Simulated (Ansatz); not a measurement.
## What non-magnetic does to Ce

The reference is Ce in the fcc (Cu type) structure (space group Fm-3m, No. 225; a = 4.7316 Å).

It is then changed as follows: spin polarisation is switched off and the cell is relaxed again.

The values are results of DFT with PBE, PAW potentials and a 420 eV plane-wave cutoff in Ansatz (a quantum-chemistry and plane-wave program), scalar-relativistic without spin-orbit coupling, earlier PAW set, not measurements. k-mesh 17×17×17 (Γ-centred); smearing 0.05 eV (Fermi–Dirac).

* **Lattice parameter a**: 4.731 Å (base 4.732 Å)
* **Space group (of the atoms, moments ignored)**: Fm-3m (No. 225) (base Fm-3m (No. 225))
* **Shortest interatomic distance**: 3.345 Å (base 3.346 Å)
* **Energy relative to the base (σ→0)**: 0.00 eV/atom (to 0.01 eV only: unlike meshes or grids)
* **Band gap**: zero (base zero)

Final structure:

```
Ce
1.0
    0.00000     2.36550     2.36550
    2.36550     0.00000     2.36550
    2.36550     2.36550     0.00000
Ce
1
Direct
  0.00000   0.00000   0.00000
```

The 4f electrons are in the valence with no U and their state was not checked, so volumes and moments can be off. Whether these cells are dynamically stable was not tested. Seeded moments were not kept for the base. The final runs are not spin-polarised.
